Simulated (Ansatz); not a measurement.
Cubic perovskite BaZrO3 was calculated with r²SCAN (PAW; Ansatz, a program for electronic structure).

Run with plane-wave cutoff 600 eV, 6×6×6 k mesh, finite displacements, scalar-relativistic PAW data made under PBE.

The cell has the measured lattice parameters. Conventional cell: a = 4.1910 Å, b = 4.1910 Å, c = 4.1910 Å, α = 90.00°, β = 90.00°, γ = 90.00°.

```cif
data_BaO3Zr
_chemical_formula_sum 'Ba1 Zr1 O3'
_space_group_name_H-M_alt 'P 1'
_space_group_IT_number 1
_cell_length_a 4.19100
_cell_length_b 4.19100
_cell_length_c 4.19100
_cell_angle_alpha 90.000
_cell_angle_beta 90.000
_cell_angle_gamma 90.000
loop_
_space_group_symop_operation_xyz
  'x, y, z'
loop_
_atom_site_label
_atom_site_type_symbol
_atom_site_fract_x
_atom_site_fract_y
_atom_site_fract_z
_atom_site_occupancy
Ba1 Ba 0.00000 0.00000 0.00000 1
Zr1 Zr 0.50000 0.50000 0.50000 1
O1 O 0.50000 0.00000 0.50000 1
O2 O 0.00000 0.50000 0.50000 1
O3 O 0.50000 0.50000 0.00000 1
```

Harmonic phonon frequencies (cm⁻¹; i marks an imaginary mode; at Γ without the LO shift):

```
q point                                            frequencies
-------  -----------------------------------------------------
Γ        0 0 0 109 109 109 197 197 197 201 201 201 508 508 508
```

Note: the cell isn't this level's own, so it is under some stress, which shifts stiffness and frequencies.
